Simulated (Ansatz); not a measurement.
Consider a 16-atom supercell of NaF in the rock salt structure (space group Fm-3m, No. 225; a = 4.5945 Å) at its relaxed geometry.

Level of theory: r2SCAN (Ansatz, a first-principles code, PAW, scalar-relativistic without spin-orbit coupling).

Base values:

| Quantity | Result |
|---|---|
| Pressure | 0.0 GPa |

Now apply this change: a neutral Na interstitial (started 1.80 Å from the nearest host atom), atoms relaxed at fixed cell, starting from a slightly rattled geometry.

Task: How does this affect the largest displacement of a host atom from its site in the perfect cell, final site of the added atom and pressure?

Result: The largest displacement of a host atom from its site in the perfect cell amounts to 0.27 Å; the final site of the added atom amounts to 4 F at 2.04 Å (tetrahedral); the pressure goes from zero to 10.9 GPa.

Other magnetic orders, which the real material may have, were not ruled out. In so small a cell the defect repeats every few ångströms: this is an ordered compound, not a dilute defect. The mesh was chosen for an insulator and is coarse for the gapless case. Seeded moments were not kept for Na interstitial (started 1.80 Å from the nearest host atom). The defect cell is spin-polarised and ends with 0.0 μB.
